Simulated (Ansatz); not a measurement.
Consider the reaction energy. Reaction: Si (diamond) + 2 H2 (gas) → SiH4 (gas). The sign is products less reactants.

Si (diamond, Fd-3m), 2 atoms in the cell, k-point mesh 10×10×10 on the run's own vectors. Conventional cell: a = b = c = 5.470 Å, α = β = γ = 90.00°.

An isolated SiH4 molecule (singlet) in a box of 13 × 13 × 14 Å.

An isolated H2 molecule (singlet) in a box of 11 × 11 × 13 Å.

Computed with Ansatz (plane waves, PAW), its PAW set soft_1, cutoff 420 eV, 500 eV for r2SCAN. The structures are at rest with PBE; other levels are single points on them. HSE06 runs on coarser k-point meshes, mended by the PBE difference between the two meshes. Neutral cells; Fermi-Dirac smearing of at most 0.05 eV in the solids, energies taken to zero width. The lattices are those relaxed with PBE, so at other levels the solids can be strained, which adds to the spread. A dispersion term (D3(BJ), or D4 for r2SCAN) was computed beside these levels and is taken off wherever the name lacks it. Static lattices, no vibrational contributions. Cells are local rest points, mostly with their start's symmetry.

What value does r2SCAN give?

0.06 eV, for Si (diamond) + 2 H2 (gas) → SiH4 (gas).

What do the other levels give, and how wide is the spread?


| Functional | value (eV) | less r2SCAN |
|---|---|---|
| HSE06 | -0.03 | -0.09 |

The levels span 0.09 eV, from HSE06 (-0.03) to r2SCAN (0.06).

Ansatz is a first-principles code.
